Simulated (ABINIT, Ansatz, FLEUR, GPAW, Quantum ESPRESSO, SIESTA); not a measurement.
**Code comparison for C3N4 (P-43m, 7 atoms in the cell)**

Self-consistent single point.

```xyz
7
Lattice="3.4568 0.0000 0.0000 0.0000 3.4568 0.0000 0.0000 0.0000 3.4568" Properties=species:S:1:pos:R:3 pbc="T T T"
C      0.0000     0.0000     1.7284
C      1.7284     0.0000     0.0000
C      0.0000     1.7284     0.0000
N      0.8493     0.8493     2.6075
N      0.8493     2.6075     0.8493
N      2.6075     2.6075     2.6075
N      2.6075     0.8493     0.8493
```

Shared settings, as Ansatz (a program for electronic structure) writes them: kpoints.mp_grid.grid = 1 1 1; scf.occupations.method = fixed. Potentials and cutoffs stand in the table.

```
code                                                                                                                                      model  pressure (GPa)  largest force (eV/Å)           cutoff
----------------  -----------------------------------------------------------------------------------------------------------------------------  --------------  --------------------  ---------------
GPAW                                                                                      PBEsol, GPAW PAW datasets PBEsol (made by gpaw-setup)               –                 6.045           950 eV
SIESTA            GGA PBEsol, numerical atomic orbitals DZP, PseudoDojo PBEsol standard norm-conserving potentials (rewritten from UPF to PSML)           33.73                 5.980      grid 300 Ry
Quantum ESPRESSO                                                                           PBEsol, GBRV 1.5 ultrasoft (PBESOL) pseudopotentials           29.56                 6.157            40 Ry
ABINIT                                                                                       PBEsol, PAW (JTH v2.0 PBE PAW, files made for PBE)           28.06                 6.109            26 Ha
Ansatz                                                                                                          PBEsol, PAW files made with PBE           27.27                 6.042          default
FLEUR                                                                           PBEsol, all-electron FLAPW (FLEUR), scalar-relativistic valence               –                 5.960  Kmax 4.6 1/bohr
```

A dash marks a value that a program does not give, or that is left out as unsure.

The spread over the programs that give each value: pressure within 6.46 GPa; largest force within 0.197 eV/Å.

SIESTA uses small atom-centred bases, whose incompleteness enters pressures, forces and empty levels differently from a plane-wave cutoff. FLEUR treats all electrons, but the usual bases taken here (sphere radii, linearisation, local orbitals, empty states) were not tested for convergence, so the values are no reference for the others. Ansatz's pressure is given at a fixed set of plane waves, as the other plane-wave codes print theirs; with its correction for the finite basis it is 27.99 GPa (the shift of 0.72 GPa shows how far the cutoff is from converged). The pressure of GPAW is left out: its cutoff lies under the one at which its stress was checked. In the pressure, SIESTA (by 5.67) and Quantum ESPRESSO (by 1.49) lie more than 1 GPa from the median of the plane-wave programs. In the force vectors, SIESTA (by 0.097), Quantum ESPRESSO (by 0.080) and FLEUR (by 0.117) lie more than 0.08 eV/Å from the median of the plane-wave programs.

On the base mesh (10 10 10) the same programs gave: Ansatz pressure -10.19 GPa, gap on the mesh 2.383 eV; Quantum ESPRESSO pressure -8.37 GPa, gap on the mesh 2.366 eV; ABINIT pressure -9.95 GPa; SIESTA pressure -2.56 GPa.

The values differ from the base mesh's, so the mesh still matters here: the table compares the programs at equal settings.

The starting cell comes from a database of computed structures (which also holds hypothetical and non-ambient phases and stackings), without a prior relaxation at this level.

Left out of this page: CP2K (on another mesh); Elk (not drawn, or without a comparable value).

Keys are those of Ansatz 0.2.
